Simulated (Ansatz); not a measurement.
Effect of biaxial strain +1.95 %, plane normal [001], relaxed out of plane on La2O3

The reference is La$_{2}$O$_{3}$ (space group P-3m1, No. 164; a = 3.906 Å, c = 6.040 Å). Axes: x lies along a and z along c of the hexagonal cell.

Perturbation: biaxial strain +1.95 %, plane normal [001], relaxed out of plane (Cartesian); in-plane vectors clamped, the third vector and the atoms free.

Computed with Ansatz (an electronic-structure program), PBEsol, PAW, cutoff 420 eV, no SOC. Settings: 10×10×6 k-points, 0.05 eV Fermi–Dirac smearing.

* **Volume per atom**: 16.17 Å³ (base 15.96 Å³)
* **Space group**: P-3m1 (No. 164) (base P-3m1 (No. 164))
* **Shortest interatomic distance**: 2.382 Å (base 2.349 Å)
* **Pressure (mean of the normal stresses, compression positive)**: -2.79 GPa (base 0.00 GPa)
* **Band gap**: 3.58 eV (base 3.77 eV)
* **Gap character**: indirect, L → K (base indirect, L → K)
* **Smallest direct gap**: 3.88 eV (base 3.86 eV)
* **Width of the top valence band**: 0.49 eV (base 0.41 eV)
* **Out-of-plane strain**: -2.55 %
* **Ratio −ε⊥/ε∥**: 1.31
* **Mean in-plane stress (compression positive)**: -4.2 GPa

Cost of the whole job for the changed cell (relaxation, final SCF and bands): roughly 100 core-seconds.

Stability against distortions was not tested.
